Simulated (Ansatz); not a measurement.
Consider BN in the zinc blende structure (space group F-43m, No. 216; a = 3.606 Å). Axes: x, y, z lie along the cube axes.

Calculations: Kohn–Sham DFT with the PBEsol functional, run in Ansatz (a first-principles code) with PAW and 420 eV plane waves, no spin-orbit coupling.

Before the change:

```
Item                         Result
------------  ---------------------
Valley order  X along ⟨100⟩ 4.30 eV
```

The change: compressive biaxial strain of 2.00 % in the plane normal to [001], as in epitaxy on a mismatched substrate; the out-of-plane cell vector and the atoms relax.

**Question.** Estimate the effect on the out-of-plane strain, valley order, in-plane stress and energy relative to the base.

**Answer.** The out-of-plane strain comes out as +0.91 %; the valley order (the lowest conduction-band minima on the path, energy above the VBM, named in the base's zone) becomes X along [010] 4.05 eV; X along [001] 4.58 eV (base: X along ⟨100⟩ 4.30 eV); the mean in-plane stress (compression positive) comes out as +19.2 GPa; the energy grows by 14 meV/atom.

The levels and masses belong to the bands next to the band gap. Whether these cells are dynamically stable was not tested.
